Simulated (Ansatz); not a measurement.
# Pressure series in GaAs

The reference is GaAs in the zinc blende structure (space group F-43m, No. 216; a = 5.659 Å).

Cell and atoms are relaxed at each pressure.

Calculations: PBEsol (Ansatz, a program for electronic structure), without spin-orbit coupling.

Candidates:
(a) pressure 2.1 GPa
(b) pressure −2 GPa
(c) pressure 30 GPa

For the base:

Band gap: 0.42 eV

Q: Order them by band gap, lowest first.

A: (b) pressure −2 GPa (0.19 eV), (a) pressure 2.1 GPa (0.63 eV), (c) pressure 30 GPa (0.79 eV)

Load acts through the strain it causes; cell and atoms are relaxed under it. Whether these cells are dynamically stable was not tested. Measured, GaAs leaves this structure (for a Cmcm phase) near 15 GPa (room temperature; as listed in arXiv:1906.07825). The zero or small gap of GaAs under pressure −2 GPa can change with the level of theory.
